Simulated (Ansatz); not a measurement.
## A computed series for Cu3N: response to strain

Consider Cu$_{3}$N (space group Pm-3m, No. 221; a = 3.7209 Å). Axes: x, y, z lie along the cube axes.

Strains are applied to the cell and any free atomic positions relax; under biaxial strain the out-of-plane vector relaxes too.

Method: LDA, PAW, 420 eV (Ansatz, an electronic-structure program; no spin-orbit coupling).

Notes on the quantities. energy relative to the base: free energy F; pressure: mean of the normal stresses, compression positive.

```json
[
 {"change": "base", "shortest interatomic distance": "1.860 Å", "energy relative to the base": "0 meV/atom", "pressure": "0.0 GPa"},
 {"change": "biaxial strain −2.50 %, plane normal [111], relaxed out of plane", "shortest interatomic distance": "1.854 Å", "energy relative to the base": "+5.4 meV/atom", "pressure": "1.8 GPa"},
 {"change": "biaxial strain −2.00 %, plane normal [111], relaxed out of plane", "shortest interatomic distance": "(withheld)", "energy relative to the base": "(withheld)", "pressure": "(withheld)"},
 {"change": "biaxial strain −1.50 %, plane normal [111], relaxed out of plane", "shortest interatomic distance": "1.857 Å", "energy relative to the base": "+1.9 meV/atom", "pressure": "1.1 GPa"},
 {"change": "biaxial strain −1.00 %, plane normal [111], relaxed out of plane", "shortest interatomic distance": "1.858 Å", "energy relative to the base": "+0.8 meV/atom", "pressure": "0.7 GPa"},
 {"change": "biaxial strain −0.50 %, plane normal [111], relaxed out of plane", "shortest interatomic distance": "1.859 Å", "energy relative to the base": "+0.2 meV/atom", "pressure": "0.3 GPa"}
]
```

Task: Some entries are withheld; estimate them.

Result: 
- biaxial strain −2.00 %, plane normal [111], relaxed out of plane, shortest interatomic distance: 1.855 Å
- biaxial strain −2.00 %, plane normal [111], relaxed out of plane, energy relative to the base: +3.4 meV/atom
- biaxial strain −2.00 %, plane normal [111], relaxed out of plane, pressure: 1.5 GPa

Whether these cells are dynamically stable was not tested. The final runs are not spin-polarised.
